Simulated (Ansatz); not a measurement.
```xyz
6
Lattice="17.5000 0.0000 0.0000 0.0000 13.5000 0.0000 0.0000 0.0000 5.6426" Properties=species:S:1:pos:R:3 pbc="T T T"
Te     7.4483     6.7500     0.0000
Te     5.7181     7.7762     1.9224
Te     5.7181     5.7238     3.7202
Te    11.7448     6.7500     0.0000
Te    10.0564     7.7909     1.9110
Te    10.0564     5.7091     3.7316
```

Levels: PBE+D3(BJ) (plane waves to 420 eV, PAW; Ansatz, a quantum-chemistry and plane-wave program); PBE+D3(BJ) with spin-orbit coupling in Ansatz; r2SCAN (plane waves to 500 eV, PAW; Ansatz); HSE06 (Ansatz). Unmarked values and the geometry are of the first. Mesh 1×1×52. No spin polarisation. It repeats along c; a and b span vacuum. A hypothetical model. Only distortions within the start's symmetry and period were free. Values not marked SOC lack spin–orbit coupling. HSE06 ran on a 1×1×4 mesh and at PBE's edge points. Buckling under compression is shut out by symmetry and the short period.

Problem. Give the properties of this body.

Solution. 
```
Property                                                                                            Result
-----------------------------------------------  ---------------------------------------------------------
largest distance between nuclei across the axis                                                     6.11 Å
PBE gap                                          1.06 eV, indirect, from k = 0.323 × 2π/c to the zone edge
electron mass along the axis (PBE)                                                                 0.45 mₑ
hole mass along the axis (PBE)                                                                      1.3 mₑ
PBE+SOC gap at this geometry                                                                       0.87 eV
r2SCAN gap at this geometry                                                                        1.27 eV
HSE06 gap at this geometry                                                                         1.76 eV
axial stiffness dF/dε                                                                                16 nN
```
